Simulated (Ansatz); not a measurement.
**Response to strain in MgTe**

The parent structure is MgTe in the zinc blende structure (space group F-43m, No. 216; a = 6.439 Å). Axes: x, y, z lie along the cube axes.

Strains are applied to the cell and any free atomic positions relax.

All numbers come from Kohn–Sham DFT with the PBEsol functional, run in Ansatz (a first-principles code) with PAW and 420 eV plane waves, scalar-relativistic without spin-orbit coupling.

Notes on the quantities. energy relative to the base: free energy F.

| uniaxial strain ε_zz (%) | energy relative to the base (meV/atom) |
|---|---|
| -3 | 4.2 |
| -2.5 | 2.9 |
| -2 | 1.9 |
| -1.5 | 1.0 |
| -1 | ? |
| -0.5 | 0.1 |
| 0 | 0.0 |

Question: Fit ΔE = Aε² + Bε³ (ε in %) to the rows shown and predict the withheld row.

Answer: Least squares on the printed values gives A = 0.458 and B = -0.0029 meV/atom (largest residual 0.0 meV/atom); this predicts 0.5 meV/atom, and the run gives 0.5 meV/atom, in agreement.

Stability against distortions was not tested.
